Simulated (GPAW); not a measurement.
Worked example: self-consistent single point of YMg (P-3m1, 4 atoms in the cell) in GPAW

Method: LDA (Perdew-Wang 92), GPAW PAW datasets LDA (gpaw-data 1.0.1) (plane waves; GPAW).

This input was run:

```python
from ase import Atoms
from ase.units import GPa
from gpaw import GPAW

atoms = Atoms(['Y', 'Y', 'Mg', 'Mg'],
              cell=[[3.417050, 0.000000, 0.000000],
                    [-1.708525, 2.959252, 0.000000],
                    [0.000000, 0.000000, 11.241780]],
              scaled_positions=[[0.666667, 0.333333, 0.870890],
                                [0.333333, 0.666667, 0.129110],
                                [0.333333, 0.666667, 0.618020],
                                [0.666667, 0.333333, 0.381980]],
              pbc=True)

calc = GPAW(mode={'name': 'pw', 'ecut': 850},
            xc='LDA',
            kpts={'size': (8, 8, 2), 'gamma': True},
            occupations={'name': 'methfessel-paxton', 'width': 0.2, 'order': 0},
            nbands=-10,
            symmetry={'symmorphic': False, 'tolerance': 0.0005},
            maxiter=120)

atoms.calc = calc

energy = atoms.get_potential_energy()
print('Energy (eV):', round(energy, 6))
forces = atoms.get_forces()
print('Forces (eV/Ang):')
print(forces.round(5))
stress = atoms.get_stress()
print('Stress (GPa, Voigt):', (stress / GPa).round(4))
```

Output (repeated stretches shortened):

```
Input parameters:
  kpts: {gamma: True,
         size: (8, 8, 2)}
  maxiter: 120
  mode: {ecut: 850,
         name: pw}
  nbands: -10
  occupations: {name: methfessel-paxton,
                order: 0,
                width: 0.2}
  symmetry: {symmorphic: False,
             tolerance: 0.0005}

species:
  Y:
    name: Yttrium
    Z: 39.0
    valence: 11
    core: 28
    charge: 0.0
    file: Y.LDA.gz

    # Using partial waves for Y as LCAO basis

  Mg:
    name: Magnesium
    Z: 12.0
    valence: 10
    core: 2
    charge: 0.0
    file: Mg.LDA.gz

    # Using partial waves for Mg as LCAO basis

Reference energy: -194830.232880  # eV

Spin-paired calculation

Convergence criteria:
 Maximum [total energy] change in last 3 cyles: 0.0005 eV / valence electron
 Maximum integral of absolute [dens]ity change: 0.0001 electrons / valence electron
 Maximum integral of absolute [eigenst]ate change: 4e-08 eV^2 / valence electron
 Maximum number of scf [iter]ations: 120

Symmetries present (total): 12
Symmetries with fractional translations: 0
128 k-points: 8 x 8 x 2 Monkhorst-Pack grid + [1/16,1/16,1/4]
20 k-points in the irreducible part of the Brillouin zone
       k-points in crystal coordinates                weights
   0:     0.00000000    0.00000000    0.00000000          1/128
   1:     0.00000000    0.00000000    0.50000000          1/128
   2:     0.12500000    0.00000000    0.00000000          6/128
   [... 7 lines left out ...]
          ...
  19:     0.50000000    0.50000000    0.50000000          3/128

Wave functions: Plane wave expansion
  Cutoff energy: 850.000 eV
  Number of coefficients (min, max): 6347, 6420
  Pulay-stress correction: 0.000000 eV/Ang^3 (de/decut=0.000000)

Occupation numbers: Methfessel-Paxton:
  width: 0.2000  # eV
  order: 0

Eigensolver

Densities:
  Coarse grid: 24*24*80 grid
  Fine grid: 48*48*160 grid
  Total Charge: 0.000000

Density mixing:
  Method: separate
  Backend: pulay
  Linear mixing parameter: 0.05
  old densities: 5
  Damping of long wavelength oscillations: 50

Hamiltonian:
  XC and Coulomb potentials evaluated on a 48*48*160 grid
  External potential:
    NoExternalPotential

Number of atoms: 4
Number of atomic orbitals: 42
Number of bands in calculation: 31
Number of valence electrons: 42
Bands to converge: occupied

Density initialized from atomic densities
  31 bands from LCAO basis set

Atomic positions and initial magnetic moments

Positions:
   0 Y      1.708527    0.986416    9.790354    ( 0.0000,  0.0000,  0.0000)
   1 Y     -0.000002    1.972836    1.451426    ( 0.0000,  0.0000,  0.0000)
   2 Mg    -0.000002    1.972836    6.947645    ( 0.0000,  0.0000,  0.0000)
   3 Mg     1.708527    0.986416    4.294135    ( 0.0000,  0.0000,  0.0000)

Unit cell:
           periodic     x           y           z      points  spacing
  1. axis:    yes    3.417050    0.000000    0.000000    24     0.1233
  2. axis:    yes   -1.708525    2.959252    0.000000    24     0.1233
  3. axis:    yes    0.000000    0.000000   11.241780    80     0.1405

  Lengths:   3.417050   3.417050  11.241780
  Angles:   90.000000  90.000000 120.000001

Effective grid spacing dv^(1/3) = 0.1351

     iter     time        total  log10-change:
                         energy   eigst   dens
iter:   1 --:--:--   -14.706884
iter:   2 --:--:--   -14.232390   -0.83  -1.33
iter:   3 --:--:--   -14.198840   -1.80  -1.56
iter:   4 --:--:--   -14.143880   -1.53  -1.60
iter:   5 --:--:--   -14.120299   -2.63  -2.04
iter:   6 --:--:--   -14.111021   -4.00  -2.29
iter:   7 --:--:--   -14.094631   -2.70  -2.37
iter:   8 --:--:--   -14.094677c  -4.37  -2.91
iter:   9 --:--:--   -14.094439c  -4.43  -3.00
iter:  10 --:--:--   -14.094485c  -5.46  -3.19
iter:  11 --:--:--   -14.094453c  -6.11  -3.44
iter:  12 --:--:--   -14.094400c  -5.28  -3.55
iter:  13 --:--:--   -14.094394c  -6.46  -3.78
iter:  14 --:--:--   -14.094388c  -6.10  -3.85
iter:  15 --:--:--   -14.094384c  -7.02  -4.13c
iter:  16 --:--:--   -14.094389c  -7.29  -4.17c
iter:  17 --:--:--   -14.094389c  -8.60c -4.41c

Converged after 17 iterations.

Dipole moment: (-0.000000, 0.000000, 0.000000) |e|*Ang

Energy contributions relative to reference atoms: (reference = -194830.232880)

Kinetic:         -7.815755
Potential:      +11.287362
External:        +0.000000
XC:             -17.066787
Entropy (-ST):   -0.100079
Local:           -0.449169
SIC:             +0.000000
--------------------------
Free energy:    -14.144429
Extrapolated:   -14.094389

Showing only first 2 kpts
 Kpt  Band  Eigenvalues  Occupancy
  0    19      2.94372    2.00000
  0    20      4.46718    1.95780
  0    21      5.75012    0.00000
  0    22      6.72395    0.00000

  1    19      2.22150    2.00000
  1    20      4.44646    1.97060
  1    21      5.71590    0.00000
  1    22      6.72398    0.00000

Fermi level: 4.75449

No gap
No difference between direct/indirect transitions
Energy (eV): -14.094389

Forces in eV/Ang:
  0 Y    -0.00000    0.00000    0.01186
  1 Y     0.00000   -0.00000   -0.01186
  2 Mg   -0.00000   -0.00000   -0.02457
  3 Mg   -0.00000    0.00000    0.02457

Stress tensor:
     0.014799    -0.000000     0.000000
    -0.000000     0.014799     0.000000
     0.000000     0.000000     0.021024
Stress (GPa, Voigt): [ 2.3711  2.3711  3.3684  0.      0.     -0.    ]
```

The run converged in 17 iterations. GPAW prints stress with tension positive.

The starting cell comes from a database of computed structures (which also holds hypothetical and non-ambient phases and stackings), without a prior relaxation at this level.

Cost on one core of a shared machine: roughly 30 s.
